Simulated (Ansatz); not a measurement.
**YAs: isotropic strain +2.41 %**

The reference is YAs in the rock salt structure (space group Fm-3m, No. 225; a = 5.748 Å; relaxed with 0.1 eV smearing).

It is then changed as follows: every lattice vector is stretched by 2.41 %, atoms relaxed at fixed cell.

The values are results of DFT with PBEsol, PAW potentials and a 420 eV plane-wave cutoff in Ansatz (a program for electronic structure), no spin-orbit coupling, not measurements. k-mesh 17×17×17 (Γ-centred); smearing 0.1 eV (Fermi–Dirac).

```csv
quantity,base,changed,shift
volume per atom,23.74 Å³,25.50 Å³,+1.76 Å³
space group,Fm-3m (No. 225),Fm-3m (No. 225),–
shortest interatomic distance,2.874 Å,2.943 Å,+0.069 Å
energy relative to the base (free energy F),0 meV/atom,+30 meV/atom,+30 meV/atom
pressure,0.0 GPa,-5.1 GPa,-5.1 GPa
band gap,zero,zero,–
```

Stability against distortions was not tested. The final runs are not spin-polarised. The zero or small gap of YAs can change with the level of theory.
